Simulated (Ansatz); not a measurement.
CdS (model structure, started from the BeO type, P4₂/mnm, No. 136, 8 atoms in the cell), treated with PBEsol+SOC (plane waves, PAW; Ansatz, a program for electronic structure).

Settings: plane-wave cutoff 520 eV, 6×6×8 k mesh (along the axes of the cell as run), Fermi–Dirac smearing 0.01 eV, PAW data made under PBE.

Cell (relaxed with PBEsol):

```xyz
8
Lattice="7.0817 0.0000 0.0000 0.0000 7.0817 0.0000 0.0000 0.0000 4.1441" Properties=species:S:1:pos:R:3 pbc="T T T"
Cd     2.2759     4.8058     0.0000
Cd     4.8058     2.2759     0.0000
Cd     5.8167     5.8167     2.0721
Cd     1.2649     1.2649     2.0721
S      2.2468     2.2468     0.0000
S      4.8349     4.8349     0.0000
S      1.2940     5.7877     2.0721
S      5.7877     1.2940     2.0721
```

Problem. Predict the band gap.

Solution. 
- band gap: 1.18 eV (direct)

Note: the relaxation could raise the start's symmetry but not lower it, so the cell can be a saddle point.

The computed numbers hold no vibrational or temperature effects.

The result took roughly 10 core-minutes.

A model structure was made by putting elements into a prototype or built by hand; it is no filed structure, need not be a known phase, and can be a saddle point held by its symmetry.
